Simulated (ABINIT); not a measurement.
A self-consistent single point of Lu₃TlC (Pm-3m, 5 atoms in the cell) with ABINIT.

Computed with PBEsol, PAW (JTH v2.0 PBE PAW, files made for PBE) (plane waves; ABINIT).

The change in words: lattice scaled by 0.98. Reference geometry:
```
Lu3TlC
1.0
    4.74607     0.00000     0.00000
    0.00000     4.74607     0.00000
    0.00000     0.00000     4.74607
Lu Tl C
3 1 1
Direct
  0.50000   0.00000   0.50000
  0.00000   0.50000   0.50000
  0.50000   0.50000   0.00000
  0.00000   0.00000   0.00000
  0.50000   0.50000   0.50000
```

Reference input (self-consistent single point, DFT, PBEsol, plane waves, PAW (JTH v2.0 PBE PAW, files made for PBE)): pseudos = [Lu.GGA_PBE-JTH.xml, Tl.GGA_PBE-JTH.xml, C.GGA_PBE-JTH.xml]; ecut = 24 Ha; pawecutdg = 48 Ha; pawxcdev = 0; ixc = -116133; occopt = 7; tsmear = 0.136 eV; ngkpt = 5 5 5; nshiftk = 1; shiftk = 0 0 0; potentials = JTH v2.0 PBE PAW; nband = 58. This run's input differs from it in these lines:

```diff
@@ -5,5 +5,5 @@
 rprim
-         4.7460700000    0.0000000000    0.0000000000
-         0.0000000000    4.7460700000    0.0000000000
-         0.0000000000    0.0000000000    4.7460700000
+         4.6511490000    0.0000000000    0.0000000000
+         0.0000000000    4.6511490000    0.0000000000
+         0.0000000000    0.0000000000    4.6511490000
 natom 5
@@ -13,7 +13,7 @@
 xcart
-         4.4843862342    0.0000000000    4.4843862342
-         0.0000000000    4.4843862342    4.4843862342
-         4.4843862342    4.4843862342    0.0000000000
+         4.3946988874    0.0000000000    4.3946988874
+         0.0000000000    4.3946988874    4.3946988874
+         4.3946988874    4.3946988874    0.0000000000
          0.0000000000    0.0000000000    0.0000000000
-         4.4843862342    4.4843862342    4.4843862342
+         4.3946988874    4.3946988874    4.3946988874
 ecut 24 Ha
```

The program printed (abridged):

```
--- !BeginCycle
solver: {iscf: 17, nstep: 80, nline: 4, wfoptalg: 10, }
tolerances: {toldfe: 1.00E-09, }
...

     iter   Etot(hartree)      deltaE(h)  residm     nres2
 ETOT  1  -871.36412363276    -8.714E+02 1.758E+01 2.420E+02
 ETOT  2  -890.41912430504    -1.906E+01 8.266E-01 1.141E+02
 ETOT  3  -890.05079914254     3.683E-01 3.204E+00 1.146E+02
 ETOT  4  -890.04554347075     5.256E-03 2.933E+00 1.559E+01
 ETOT  5  -890.05221730622    -6.674E-03 3.010E-01 2.204E+01
   [... 16 lines left out ...]
 ETOT 22  -890.04634366871     3.307E-08 4.523E-04 1.472E-06
 ETOT 23  -890.04634367309    -4.379E-09 3.277E-04 9.772E-07
 ETOT 24  -890.04634367357    -4.799E-10 2.624E-04 4.743E-07
 ETOT 25  -890.04634367287     7.001E-10 2.922E-04 1.604E-08
 At SCF step   25, etot is converged :
  for the second time, diff in etot=  7.001E-10 < toldfe=  1.000E-09

 Cartesian components of stress tensor (hartree/bohr^3)
  sigma(1 1)= -1.42198568E-04  sigma(3 2)=  0.00000000E+00
  sigma(2 2)= -1.42198568E-04  sigma(3 1)=  0.00000000E+00
  sigma(3 3)= -1.42198568E-04  sigma(2 1)=  0.00000000E+00

 ----iterations are completed or convergence reached----

 reduced coordinates (array xred) for    5 atoms
       0.500000000000      0.000000000000      0.500000000000
       0.000000000000      0.500000000000      0.500000000000
       0.500000000000      0.500000000000      0.000000000000
       0.000000000000      0.000000000000      0.000000000000
       0.500000000000      0.500000000000      0.500000000000
 cartesian forces (eV/Angstrom) at end:
   [... lines left out ...]
 Fermi (or HOMO) energy (hartree) =   0.27439   Average Vxc (hartree)=  -0.40173
   [... lines left out ...]
'-kT*entropy'       : -3.43978064202869E-04
total_energy        : -8.90046351553189E+02
total_energy_eV     : -2.42193929253063E+04
...

-Cartesian components of stress tensor (GPa)         [Pressure=  4.1836E+00 GPa]
- sigma(1 1)= -4.18362561E+00  sigma(3 2)=  0.00000000E+00
- sigma(2 2)= -4.18362561E+00  sigma(3 1)=  0.00000000E+00
- sigma(3 3)= -4.18362561E+00  sigma(2 1)=  0.00000000E+00

 Calculation completed.
```

The run converged in 25 iterations. Against the reference run the free energy rises by 10.9 meV/atom and the pressure goes from -1.95 to 4.18 GPa.

The starting cell comes from a database of computed structures (which also holds hypothetical and non-ambient phases and stackings), without a prior relaxation at this level. For this run, on top of that: lattice scaled by 0.98. The potentials were made for another functional than the one used. With a pressure of about 4 GPa the cell is away from its equilibrium volume at this level.

Cost on one core of a shared machine: roughly 4 min.
